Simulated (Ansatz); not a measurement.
The parent structure is W in the bcc (W type) structure (space group Im-3m, No. 229; a = 3.135 Å; relaxed with 0.1 eV smearing). Axes: x, y, z lie along the cube axes.

The values are results of Ansatz (a program for electronic structure) LDA, no spin-orbit coupling, not measurements.

For the base:

* **Shortest interatomic distance**: 2.715 Å

One thing is altered: compressive biaxial strain of 1.50 % in the plane normal to [001], as in epitaxy on a mismatched substrate; the out-of-plane cell vector and the atoms relax.

Q: What happens to the shortest interatomic distance?

A: The shortest interatomic distance decreases by 0.0157 Å, from 2.715 Å to 2.700 Å.

Q: What does the calculation give for the energy relative to the base after the change?

A: The energy grows by 14 meV/atom.

No phonon test of stability was made. All final runs are without spin polarisation.
